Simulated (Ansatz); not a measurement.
The parent structure is Sc in the hcp (Mg type) structure (space group P6_3/mmc, No. 194; a = 3.319 Å, c = 5.166 Å).

Calculations: Ansatz (an electronic-structure program) PBE, no spin-orbit coupling.

Base values:

```
Item        Value
--------  -------
Pressure  0.0 GPa
Band gap     zero
```

One thing is altered: an isotropic linear strain of −0.62 %; the atoms relax in the strained cell.

Question: Estimate the effect on the pressure, energy relative to the base and band gap.

Answer: The pressure (mean of the normal stresses, compression positive) goes from zero to 1.0 GPa; the energy goes up by 1.5 meV/atom; the band gap is still zero.

No phonon test of stability was made. The final runs are not spin-polarised.
